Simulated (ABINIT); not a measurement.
Band structure of ZrRh3 (Pm-3m, 4 atoms in the cell).

```
ZrRh3
1.0
    3.93411     0.00000     0.00000
    0.00000     3.93411     0.00000
    0.00000     0.00000     3.93411
Zr Rh
1 3
Direct
  0.00000   0.00000   0.00000
  0.50000   0.50000   0.00000
  0.00000   0.50000   0.50000
  0.50000   0.00000   0.50000
```

Method: LDA (PW92), PAW (JTH v2.0 LDA PAW) (plane waves; ABINIT 10.0.3).

Settings: pseudos = [Zr.LDA_PW-JTH.xml, Rh.LDA_PW-JTH.xml]; ecut = 21 Ha; pawecutdg = 42 Ha; pawxcdev = 0; ixc = 7; occopt = 3; tsmear = 0.00183747 Ha; ngkpt = 6 6 6; nshiftk = 1; shiftk = 0 0 0; potentials = JTH v2.0 LDA PAW; kptopt = 1; nstep = 80.

The starting cell comes from a database of computed structures (which also holds hypothetical and non-ambient phases and stackings), without a prior relaxation at this level. Spin polarisation is off.

Levels in eV from the Fermi level, bands 28 to 35:
| point | 28 | 29 | 30 | 31 | 32 | 33 | 34 | 35 |
|---|---|---|---|---|---|---|---|---|
| Γ | -0.28 | 0.59 | 1.05 | 1.05 | 1.05 | 3.73 | 3.73 | 3.73 |
| X | -1.15 | -1.11 | -1.11 | -1.04 | -0.03 | 1.06 | 1.59 | 1.59 |
| M | -1.61 | -1.43 | -1.43 | -1.37 | -0.94 | -0.77 | 2.27 | 2.27 |
| R | -1.68 | 0.66 | 0.66 | 0.66 | 0.80 | 1.67 | 1.67 | 1.67 |

Bands cross the Fermi level along this path, so the cell is metallic at this level.
